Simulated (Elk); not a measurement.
Band structure of Pr₃Hf (I4/mmm, 4 atoms in the cell).

```
Pr3Hf
1.0
   -2.52539     2.52539     4.97672
    2.52539    -2.52539     4.97672
    2.52539     2.52539    -4.97672
Pr Hf
3 1
Direct
  0.75000   0.25000   0.50000
  0.25000   0.75000   0.50000
  0.50000   0.50000   0.00000
  0.00000   0.00000   0.00000
```
Moments meant for the start (each program seeds them in its own way; μB, in the order of the atoms Pr Pr Pr Hf): 2.0 2.0 2.0 0.0.

Level of theory: LDA (PW92), all-electron FP-LAPW, Elk's shipped species files, APW+lo basis with extra local orbitals in Elk.

Settings: xctype = 3; spinpol = true; rgkmax = 7.5; stype = 3; swidth = 0.00367493 Ha; ngridk = 6 6 6; reducebf = 0.7; gmaxvr = 16 1/bohr; nxlo = 2; lorbcnd = true; lmaxi = 3; nempty = 10 per atom; bfcmt = [[0.0, 0.0, -0.5], [0.0, 0.0, -0.5], [0.0, 0.0, -0.5], [0.0, 0.0, 0.0]].

The starting cell comes from a database of computed structures (which also holds hypothetical and non-ambient phases and stackings), without a prior relaxation at this level. Spin-orbit coupling is off. The magnetic order is the one reached from the typed start; others were not searched systematically. With U or open f shells several self-consistent states can exist. The f electrons are in the valence without U or exact exchange, which can misplace them near the Fermi level. Spin-orbit terms, which matter for f shells, are left out. Values depend on the basis (sphere radii, cutoffs, local orbitals), which need not be converged.

Levels in eV from the Fermi level, bands 32 to 39 of the first spin channel:
| point | 32 | 33 | 34 | 35 | 36 | 37 | 38 | 39 |
|---|---|---|---|---|---|---|---|---|
| Γ | -0.18 | -0.18 | -0.17 | -0.03 | 0.03 | 0.03 | 0.03 | 0.12 |
| X | -0.17 | -0.16 | 0.00 | 0.00 | 0.02 | 0.05 | 0.05 | 0.11 |
| Y | -0.17 | -0.17 | -0.03 | 0.00 | 0.01 | 0.02 | 0.02 | 0.10 |
| S | -0.20 | -0.17 | -0.09 | -0.05 | 0.02 | 0.05 | 0.06 | 0.07 |
| Z | -0.23 | -0.02 | 0.01 | 0.02 | 0.06 | 0.06 | 0.08 | 0.08 |
| S1 | -0.20 | -0.17 | -0.09 | -0.05 | 0.02 | 0.05 | 0.06 | 0.07 |
| N | -0.29 | -0.21 | -0.03 | -0.02 | -0.02 | 0.05 | 0.06 | 0.09 |
| P | -0.06 | -0.02 | -0.02 | -0.01 | 0.00 | 0.08 | 0.08 | 0.14 |
| Y1 | -0.18 | -0.17 | -0.03 | 0.00 | 0.01 | 0.02 | 0.03 | 0.10 |

Bands cross the Fermi level along this path, so the cell is metallic at this level.

The net moment of the cell came out as 7.62 μB.
